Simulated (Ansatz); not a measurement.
# How the equilibrium lattice constant a of Ta2N (model structure, started from the Fe2P type, P-62m, No. 189, 9 atoms in the cell) moves with the method

No measured value is used here.

```json
[
 {"level (code)": "PBE (Ansatz)", "value (Å)": "6.701"},
 {"level (code)": "PBEsol (Ansatz)", "value (Å)": "6.610"},
 {"level (code)": "PBE-D3(BJ) (Ansatz)", "value (Å)": "___"}
]
```

Problem. Fill in the missing entries.

Solution. 
- PBE-D3(BJ) (Ansatz, a first-principles code), value (Å): 6.628

Density-functional levels without +SOC have no spin–orbit coupling. Ansatz's density-functional and Hartree–Fock values are scalar-relativistic unless marked +SOC, with PAW data made under PBE.

A model structure was made by putting elements into a prototype or built by hand; it is no filed structure, need not be a known phase, and can be a saddle point held by its symmetry.
